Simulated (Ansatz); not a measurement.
Ansatz (a first-principles code) run on PPd₃ (Pnma, 16 atoms in the cell): self-consistent single point.

Method: PBEsol, default PAW files made with PBE (plane waves; Ansatz).

```yaml
crystal:
  lattice:
    - [5.97100, 0.00000, 0.00000]
    - [0.00000, 7.44500, 0.00000]
    - [0.00000, 0.00000, 5.16600]
  atoms:
    - { symbol: Pd, position: [0.02640, 0.25000, 0.87000] }
    - { symbol: Pd, position: [0.47360, 0.75000, 0.37000] }
    - { symbol: Pd, position: [0.52640, 0.25000, 0.63000] }
    - { symbol: Pd, position: [0.97360, 0.75000, 0.13000] }
    - { symbol: P, position: [0.88340, 0.25000, 0.45500] }
    - { symbol: P, position: [0.61660, 0.75000, 0.95500] }
    - { symbol: P, position: [0.38340, 0.25000, 0.04500] }
    - { symbol: P, position: [0.11660, 0.75000, 0.54500] }
    - { symbol: Pd, position: [0.17630, 0.06360, 0.33730] }
    - { symbol: Pd, position: [0.32370, 0.93640, 0.83730] }
    - { symbol: Pd, position: [0.67630, 0.43640, 0.16270] }
    - { symbol: Pd, position: [0.82370, 0.56360, 0.66270] }
    - { symbol: Pd, position: [0.82370, 0.93640, 0.66270] }
    - { symbol: Pd, position: [0.67630, 0.06360, 0.16270] }
    - { symbol: Pd, position: [0.32370, 0.56360, 0.83730] }
    - { symbol: Pd, position: [0.17630, 0.43640, 0.33730] }
```

Reference input (self-consistent single point, DFT, PBEsol, plane waves, default PAW files made with PBE): kpoints.mp_grid.grid = 6 5 7; hamiltonian.xc = pbesol; hamiltonian.pseudopotentials = {kind: paw} (the program's default PAW files); scf.occupations.method = cold; scf.occupations.width = 0.05 eV. This run's input differs from it in these lines:

Ansatz 0.2 input:
```diff
@@ -24,3 +24,3 @@
   mp_grid:
-    grid: [6, 5, 7]
+    grid: [4, 3, 5]
 hamiltonian:
```

Output, abridged:

```
SCF iter   1: F=—  HF=-85848.541898 eV  |F-HF|=—  |Δ(HF+E_count)|=         —  Δρ=9.39e-3  dr2=1.71e-1  ethr=1.77e-3  ⟨swp⟩=6.0  Hψ=9874  notcnv=0  defer=12
all-band conjugate gradients solve this SCF's bands
preconditioner: auto → Kerker (q_TF=auto, 2.741 Å⁻¹)
SCF iter   2: F=—  HF=-85848.504676 eV  |F-HF|=—  |Δ(HF+E_count)|=   3.72e-2  S|Δr|=    0.00e0  Δρ=4.03e-3  dr2=3.23e-2  ethr=7.24e-5  ⟨swp⟩=2.9  Hψ=4315  notcnv=0  defer=310
   [... lines left out ...]
SCF iter   5: F=—  HF=-85848.496008 eV  |F-HF|=—  |Δ(HF+E_count)|=   3.36e-5  S|Δr|=    0.00e0  Δρ=4.28e-5  dr2=5.74e-6  ethr=5.58e-8  ⟨swp⟩=2.0  Hψ=3500  notcnv=0  defer=310
SCF iter   6: F=—  HF=-85848.495635 eV  |F-HF|=—  |Δ(HF+E_count)|=   3.74e-4  S|Δr|=    0.00e0  Δρ=9.76e-6  dr2=2.26e-7  ethr=2.43e-9  ⟨swp⟩=2.0  Hψ=3440  notcnv=0  defer=310
SCF iter   7: F=-85848.495635 eV  HF=-85848.495635 eV  |F-HF|=2.11e-8  |Δ(HF+E_count)|=   4.36e-8  S|Δr|=    0.00e0  Δρ=3.37e-6  dr2=3.11e-8  ethr=4.24e-11  ⟨swp⟩=9.9  Hψ=11404  notcnv=0
SCF 1 converged in 7 iterations: F = -85848.495635 eV  dr2 = 3.11e-8
Stability not checked (fill_not_monotonic)
Free energy (F): -85848.495635 eV
Internal energy: -85848.496945 eV  (E = F + TS)
E sigma→0 (E₀):  -85848.496072 eV
Entropy (-TS):   0.001311 eV (0.082 meV/atom)
Fermi energy:    18.566973 eV
--- Forces (eV/Å), atoms counted from 1 ---
  atom   1  Pd     0.07729777    -0.00000000    -0.01097679
  atom   2  Pd    -0.07729777     0.00000000    -0.01097679
  atom   3  Pd     0.07729777     0.00000000     0.01097679
  atom   4  Pd    -0.07729777     0.00000000     0.01097679
   [... lines left out ...]
  atom  16  Pd    -0.02325174     0.15329006     0.01664864
--- Stress (GPa, compression-positive) ---
       -1.727721      -0.000000       0.000000
       -0.000000      -0.354259      -0.000000
        0.000000      -0.000000      -1.050454
  P = ⅓ Tr σ = -1.0441 GPa (-10.441 kbar)
  The stress holds the Pulay correction. Without it, at fixed plane waves, as pw.x and ABINIT print it: P = -1.0984 GPa
```

The run converged in 7 iterations. Against the reference run the free energy stays essentially unchanged (within 1 meV/atom), the pressure stays near -1.04 GPa while the xx stress (positive for compression) goes from -0.73 to -1.73 GPa and the largest force goes from 0.212 to 0.205 eV/Å.

The starting cell comes from a database of published, mostly measured structures (it also holds non-ambient and calculated ones), without a prior relaxation at this level. Spin polarisation is off. Ansatz's pressure includes its estimate of the finite-basis (Pulay) stress.
